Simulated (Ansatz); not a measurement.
Abridged Ansatz (a first-principles code) output:

```
Pseudopotential: Zr, paw, valence charge 12
Pseudopotential: Nb, paw, valence charge 13
Crystal: 3 atoms, lattice volume = 60.825 Å³
Basis set: ecut = 500 eV, 1553 PW (Γ), exchange–correlation on 144×144×96 points (64 copies of the dense FFT grid, shifted against one another)
Bands: 23, of which v1, the nominal top of the filled ones, is band 19 counted from 1 (18 counted from 0)
Symmetry: 12 space group operations
k-points: 198 of 1815
Functional: x = r2scan, c = r2scan; τ floored in thin density (d = 2e-4 eV/Å³)
SCF iter   1: F=—  HF=-12953.248046 eV  |F-HF|=—  |Δ(HF+E_count)|=         —  Δρ=9.50e-3  dr2=8.79e-2  dr2_τ=2.15e-2  ethr=1.77e-3  ⟨swp⟩=4.4  Hψ=16851  notcnv=0
SCF iter   2: F=—  HF=-12953.318914 eV  |F-HF|=—  |Δ(HF+E_count)|=   7.09e-2  Δρ=5.04e-3  dr2=1.27e-2  dr2_τ=2.01e-3  ethr=2.38e-4  ⟨swp⟩=2.2  Hψ=8966  notcnv=0
SCF 1 converged in 10 iterations: F = -12953.319948 eV  dr2 = 2.43e-11
SCF converged after 10 iterations
Free energy (F): -12953.319948 eV
Internal energy: -12953.280095 eV  (E = F + TS)
E sigma→0 (E₀):  -12953.300021 eV
Entropy (-TS):   -0.039853 eV (-13.284 meV/atom)
Fermi energy:    15.875898 eV
--- Forces (eV/Å), atoms counted from 1 ---
  atom   1  Zr     0.00000000    -0.00000000     0.01062777
  atom   2  Zr     0.00000000     0.00000000    -0.01062777
  atom   3  Nb     0.00000000     0.00000000     0.00000000
--- Stress (GPa, compression-positive) ---
        5.042720       0.000000      -0.000000
        0.000000       5.042720      -0.000000
       -0.000000       0.000000       4.604667
  P = ⅓ Tr σ = 4.8967 GPa (48.967 kbar)
```

Task: What was computed, and what are the main results?

Result: Zr2Nb, 3 atoms in the cell, with r2SCAN, PAW, 500 eV (Ansatz; no spin-orbit coupling). The last SCF converged to F = -12953.319948 eV, or -4317.7733 eV per atom, at a pressure of 4.90 GPa. The total energy compares only with runs of the same code, potentials and settings.

Single points use the geometry relaxed with PBEsol. No phonon test of stability was made. The final runs are not spin-polarised. The cell was made from Nb by this change: x(Zr) = 0.667, 3 atoms, P-3m1. Zr2Nb has a high density of states at the Fermi level and may be magnetic at this level.
